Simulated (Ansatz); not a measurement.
# PbI2, response to strain and stress

Base system: PbI₂ in the CdI2 type structure (space group P-3m1, No. 164; a = 4.439 Å, c = 6.741 Å; layered). Axes: x lies along a and z along c of the hexagonal cell.

Strains are applied to the cell and any free atomic positions relax; under biaxial strain the out-of-plane vector relaxes too; under stress the whole cell relaxes.

All numbers come from plane-wave PAW DFT at the PBEsol-D3(BJ) level (Ansatz, a first-principles code, 420 eV), scalar-relativistic without spin-orbit coupling.

Candidates:
(a) uniaxial stress, 1 GPa compression along z
(b) uniaxial strain ε_zz = +4.71 %
(c) biaxial strain +1.84 %, plane normal [001], relaxed out of plane

For the base:

| Item | Result |
|---|---|
| Band gap | 1.92 eV |

Question: Order them by band gap, highest first.

Answer: (b) uniaxial strain ε_zz = +4.71 % (2.10 eV), (c) biaxial strain +1.84 %, plane normal [001], relaxed out of plane (1.91 eV), (a) uniaxial stress, 1 GPa compression along z (1.82 eV)

With I and Pb present, leaving out spin-orbit coupling can change the band edges. Beyond what the load breaks, stability against distortions was not tested.
